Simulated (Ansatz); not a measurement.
A computed series for hypothetical Pm-3n ZnO: pressure series

The reference is ZnO (space group Pm-3n, No. 223; a = 5.657 Å; a hypothetical phase, not in the database extracts checked).

Cell and atoms are relaxed at each pressure.

Level of theory: plane-wave PAW DFT at the PBE level (Ansatz, an electronic-structure program, 420 eV), no spin-orbit coupling.

| change | lattice parameter a | band gap | electron mass |
|---|---|---|---|
| base | 5.657 Å | 1.05 eV | 0.21 mₑ (at Γ) |
| pressure −2 GPa | 5.695 Å | 1.04 eV | 0.21 mₑ (at Γ) |
| pressure −1 GPa | 5.675 Å | 1.05 eV | 0.21 mₑ (at Γ) |
| pressure 0.3 GPa | 5.652 Å | 1.06 eV | 0.21 mₑ (at Γ) |
| pressure 0.7 GPa | 5.645 Å | 1.06 eV | 0.21 mₑ (at Γ) |
| pressure 1.5 GPa | 5.630 Å | 1.06 eV | 0.21 mₑ (at Γ) |
| pressure 3 GPa | 5.606 Å | 1.07 eV | 0.21 mₑ (at Γ) |
| pressure 5 GPa | 5.575 Å | 1.09 eV | 0.22 mₑ (at Γ) |
| pressure 7.5 GPa | 5.540 Å | 1.10 eV | 0.22 mₑ (at Γ) |
| pressure 10 GPa | 5.507 Å | 1.11 eV | 0.22 mₑ (at Γ) |

Load acts through the strain it causes; cell and atoms are relaxed under it. Effective masses come from finite differences of ±0.01 Å⁻¹. Whether these cells are dynamically stable was not tested. Competing high-pressure phases were not computed.
